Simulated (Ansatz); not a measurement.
We consider LiF (model structure, F-43m, No. 216, 2 atoms in the cell), described by G0W0@PBEsol (Ansatz, a quantum-chemistry and plane-wave program, hard PAW, contour deformation).

The same calculation (at the PBEsol cell, 9.991 Å³/atom) with different numerical settings; throughout: response cutoff 100 eV, empty bands 83:

```json
[
 {"run": "1", "k mesh": "6×6×6", "quasiparticle gap on the mesh (eV)": "11.918", "quasiparticle gap at Γ (eV)": "11.918", "rough time": "40 core-s"},
 {"run": "2", "k mesh": "8×8×8", "quasiparticle gap on the mesh (eV)": "11.913", "quasiparticle gap at Γ (eV)": "11.913", "rough time": "2 core-min"},
 {"run": "3", "k mesh": "10×10×10", "quasiparticle gap on the mesh (eV)": "11.910", "quasiparticle gap at Γ (eV)": "11.910", "rough time": "20 core-min"},
 {"run": "4", "k mesh": "12×12×12", "quasiparticle gap on the mesh (eV)": "11.909", "quasiparticle gap at Γ (eV)": "11.909", "rough time": "90 core-min"}
]
```

In the column quasiparticle gap on the mesh (eV) the first row differs from the last by +0.009 and the next to last by +0.001.

The last row is no converged limit: other settings stay fixed.

A model structure was made by putting elements into a prototype or built by hand; it is no filed structure, need not be a known phase, and can be a saddle point held by its symmetry.
